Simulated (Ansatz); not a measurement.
## Hypothetical zinc blende PbS: pressure series

Consider PbS in the zinc blende structure (space group F-43m, No. 216; a = 6.543 Å; a hypothetical phase, not in the database extracts checked).

Cell and atoms are relaxed at each pressure.

Method: Ansatz (an electronic-structure program) PBEsol, without spin-orbit coupling.

```json
[
 {"variant": "base", "shortest interatomic distance": "2.833 Å", "smallest direct gap": "1.15 eV", "electron mass": "1.7 mₑ along k, 0.35 mₑ across (at X)"},
 {"variant": "pressure −2 GPa", "shortest interatomic distance": "2.889 Å", "smallest direct gap": "1.23 eV", "electron mass": "1.8 mₑ along k, 0.37 mₑ across (at X)"},
 {"variant": "pressure −1 GPa", "shortest interatomic distance": "2.859 Å", "smallest direct gap": "1.19 eV", "electron mass": "1.8 mₑ along k, 0.36 mₑ across (at X)"},
 {"variant": "pressure 0.3 GPa", "shortest interatomic distance": "2.826 Å", "smallest direct gap": "1.14 eV", "electron mass": "1.7 mₑ along k, 0.35 mₑ across (at X)"},
 {"variant": "pressure 0.7 GPa", "shortest interatomic distance": "2.817 Å", "smallest direct gap": "1.12 eV", "electron mass": "1.7 mₑ along k, 0.35 mₑ across (at X)"},
 {"variant": "pressure 1.5 GPa", "shortest interatomic distance": "2.800 Å", "smallest direct gap": "1.09 eV", "electron mass": "1.7 mₑ along k, 0.35 mₑ across (at X)"},
 {"variant": "pressure 3 GPa", "shortest interatomic distance": "___", "smallest direct gap": "___", "electron mass": "___"},
 {"variant": "pressure 5 GPa", "shortest interatomic distance": "2.737 Å", "smallest direct gap": "0.96 eV", "electron mass": "1.5 mₑ along k, 0.33 mₑ across (at X)"},
 {"variant": "pressure 7.5 GPa", "shortest interatomic distance": "2.700 Å", "smallest direct gap": "0.87 eV", "electron mass": "1.5 mₑ along k, 0.33 mₑ across (at X)"},
 {"variant": "pressure 10 GPa", "shortest interatomic distance": "2.669 Å", "smallest direct gap": "–", "electron mass": "–"}
]
```

Fill in the withheld entries from the trend.


- pressure 3 GPa, shortest interatomic distance: 2.771 Å
- pressure 3 GPa, smallest direct gap: 1.03 eV
- pressure 3 GPa, electron mass: 1.6 mₑ along k, 0.34 mₑ across (at X)

With Pb present, leaving out spin-orbit coupling can change the band edges. Load acts through the strain it causes; cell and atoms are relaxed under it. Effective masses come from finite differences of ±0.01 Å⁻¹. Along k means along the line from Γ to the band edge. Whether these cells are dynamically stable was not tested. No other phases were tried under pressure. The final runs are not spin-polarised.
